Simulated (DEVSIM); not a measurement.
abrupt InP p-n junction

Device: abrupt InP p-n junction, at 300 K.

```csv
layer (left to right),material,thickness (μm),Nd (cm⁻³),Na (cm⁻³),τn (s),τp (s)
1,InP,0.180,-,8.4e15,5.1e-8,5.1e-8
2,InP,0.490,1e16,-,5.1e-8,5.1e-8
```

Left contact: ohmic. Right contact: ohmic. Voltage is applied to the left contact. Recombination: SRH at mid-gap. Mobility is μmin + (μ − μmin)/(1 + (N/Nref)^α).

Constants are typed, rounded textbook-type inputs, not results; the design itself was drawn at random and stands for no fabricated device. Values at 300 K.

```
parameter         InP
-------------  ------
gap (eV)        1.344
affinity (eV)    4.38
permittivity     12.5
Nc (cm⁻³)      5.7e17
Nv (cm⁻³)      1.1e19
μn (cm²/Vs)      5200
μp (cm²/Vs)       170
μn,min            400
μp,min             10
Nref,n           3e17
Nref,p         4.9e17
αn               0.47
αp               0.62
```

DEVSIM, 1D drift-diffusion, Boltzmann statistics, complete ionisation; no tunnelling, impact ionisation, image-force lowering or self-heating.

- Potential step across the device at zero bias = 1.054 V
- Largest field in the device at zero bias = 39000 V/cm
- Dark forward voltage at 1 A/cm² = 0.787 V
- Dark forward voltage at 100 A/cm² = 0.921 V

Dark forward current:

```
V (V)  J (A/cm²)
-----  ---------
0.05     8.4e-11
0.10     3.0e-10
0.15     9.2e-10
0.20      2.8e-9
0.25      9.7e-9
0.30      3.8e-8
0.35      1.8e-7
0.40      9.6e-7
0.45      5.6e-6
0.50      3.4e-5
0.60      0.0012
0.65      0.0075
0.70       0.045
0.75        0.27
0.80         1.6
0.85         9.0
0.90          51
0.95         270
1.00        1100
1.05        3500
```
